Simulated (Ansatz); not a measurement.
Consider the following.

```yaml
crystal:
  lattice:
    - [0.00000, 2.76063, 2.76063]
    - [2.76063, 0.00000, 2.76063]
    - [2.76063, 2.76063, 0.00000]
  atoms:
    - { symbol: Be, position: [0.00000, 0.00000, 0.00000] }
    - { symbol: Te, position: [0.75000, 0.75000, 0.75000] }
```

All values below come from r2SCAN with spin-orbit coupling, rigid bands (plane waves, PAW; Ansatz, an electronic-structure program). Condition of this run: hydrostatic pressure 5 GPa (the target of the relaxation). Geometry: cell and atoms relaxed with r2SCAN, then loaded as said.

### Question
What conductivity effective mass do dilute holes have at 300 K?

### Answer
0.37 mₑ.

### Question
Predict the electron conductivity mass (n e² τ/σ) at 300 K, by direction if it differs.

### Answer
0.36 mₑ.

### Question
And the band gap?

### Answer
1.90 eV at this level; semilocal functionals usually fall short of the measured gap.

Rigid bands, one relaxation time for all states, no polarons.
